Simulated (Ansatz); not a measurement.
Consider CsPbCl₃ in the cubic perovskite structure (space group Pm-3m, No. 221).

```
CsPbCl3
1.0
    5.61875     0.00000     0.00000
    0.00000     5.61875     0.00000
    0.00000     0.00000     5.61875
Cs Pb Cl
1 1 3
Direct
  0.00000   0.00000   0.00000
  0.50000   0.50000   0.50000
  0.50000   0.00000   0.50000
  0.00000   0.50000   0.50000
  0.50000   0.50000   0.00000
```

Cartesian axes are those of the cell as printed.

Method: PBEsol (Ansatz, a program for electronic structure), spin-orbit coupling left out.

Base values:

The band gap is 1.83 eV.

It is then changed as follows: tensile biaxial strain of 2.50 % in the plane normal to [111], as in epitaxy on a mismatched substrate; the out-of-plane cell vector and the atoms relax.

Q: What happens to the energy relative to the base, ratio −ε⊥/ε∥, electron mass and band gap?

A: The energy increases by 3.2 meV/atom; the ratio −ε⊥/ε∥ amounts to 1.35; the electron mass comes out as 0.20 mₑ out of plane, 0.32 mₑ in plane (at R); the band gap falls by 0.08 eV, from 1.83 eV to 1.75 eV.

With Pb present, leaving out spin-orbit coupling can change the band edges. Masses are band curvatures over ±0.01 Å⁻¹ around the edge. No phonon test of stability was made. Many cubic perovskites are stable only at high temperature; tilts and polar distortions were not tested. This is not the structure that CsPbCl3 has at room temperature and ambient pressure.
